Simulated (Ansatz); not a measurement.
## SnS (Cmcm, No. 63, 4 atoms in the cell; start mp-559676; a measured phase of this formula has another space group)

These are LDA (Ansatz, a program for electronic structure, plane waves, PAW) values and carry that method's errors.

Settings: plane-wave cutoff 500 eV, 10×10×10 k mesh, Fermi–Dirac smearing 0.05 eV, scalar-relativistic PAW data made under PBE.

Cell (relaxed at this level):

```
SnS
1.0
    2.00101    -5.58864     0.00000
    2.00101     5.58864     0.00000
    0.00000     0.00000     4.00006
Sn S
2 2
Direct
  0.87767   0.12233   0.75000
  0.12233   0.87767   0.25000
  0.64724   0.35276   0.75000
  0.35276   0.64724   0.25000
```

```
Property  Result
--------  ------
band gap    none
```

Note: the relaxation could not lower the start's symmetry, so the cell can be a saddle point above a distorted one.

Spin–orbit coupling is not included.

The result took around 2.9 core-minutes (rough).

A start named mp-… is a Materials Project structure, which need not be a measured phase.
